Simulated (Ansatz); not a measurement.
**Equilibrium lattice constant a of SiGe (model structure, started from the CsCl type, Pm-3m, No. 221, 2 atoms in the cell) at several levels of theory**

No measured value is used here.

| level (code) | value (Å) |
|---|---|
| LDA (Ansatz) | 3.182 |
| PBE (Ansatz) | … |
| PBE-D3(BJ) (Ansatz) | 3.192 |
| r²SCAN+rVV10 (Ansatz) | 3.208 |

Problem. What belongs in the gaps?

Solution. 
- PBE (Ansatz, a program for electronic structure), value (Å): 3.243

PBE-D3(BJ): a distance lies near a switch of the dispersion term, which can move the cell. Cutoffs differ between the levels. Ansatz's density-functional and Hartree–Fock values are scalar-relativistic unless marked +SOC, with PAW data made under PBE.

A model structure was made by putting elements into a prototype or built by hand; it is no filed structure, need not be a known phase, and can be a saddle point held by its symmetry.
